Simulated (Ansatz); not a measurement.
Start from SnO2 in the rutile structure (space group P4_2/mnm, No. 136; a = 4.7585 Å, c = 3.2001 Å). Axes: x, y, z lie along a, b, c of the conventional cell.

All numbers come from Ansatz (an electronic-structure program) r2SCAN, no spin-orbit coupling, earlier PAW set.

Strains are applied to the cell and any free atomic positions relax; under biaxial strain the out-of-plane vector relaxes too.

One change was made to it. Results:

| quantity | base | after |
|---|---|---|
| valence-band top at Γ (three highest levels, from the VBM) | 0.00, -0.77, -0.77 eV | 0.00, -0.74, -0.83 eV |
| band gap | 1.79 eV | 1.66 eV |

**Question.** What was done to the base?
A. strain tensor (xx, yy, zz, yz, xz, xy) = (+0.31, −1.12, −2.39, −0.96, +0.31, +1.41) %
B. strain tensor (xx, yy, zz, yz, xz, xy) = (+2.30, +1.05, −1.29, −0.23, −0.50, +0.56) %
C. biaxial strain −2.02 %, plane normal [001], relaxed out of plane
D. biaxial strain −2.95 %, plane normal [001], relaxed out of plane

**Answer.** B, strain tensor (xx, yy, zz, yz, xz, xy) = (+2.30, +1.05, −1.29, −0.23, −0.50, +0.56) %. For comparison, the band gap in the other runs: biaxial strain −2.02 %, plane normal [001], relaxed out of plane gives 2.01 eV; strain tensor (xx, yy, zz, yz, xz, xy) = (+0.31, −1.12, −2.39, −0.96, +0.31, +1.41) % gives 2.22 eV; biaxial strain −2.95 %, plane normal [001], relaxed out of plane gives 2.11 eV.

Gaps are Kohn–Sham eigenvalue differences; semilocal functionals usually give less than the measured gap. Whether these cells are dynamically stable was not tested.
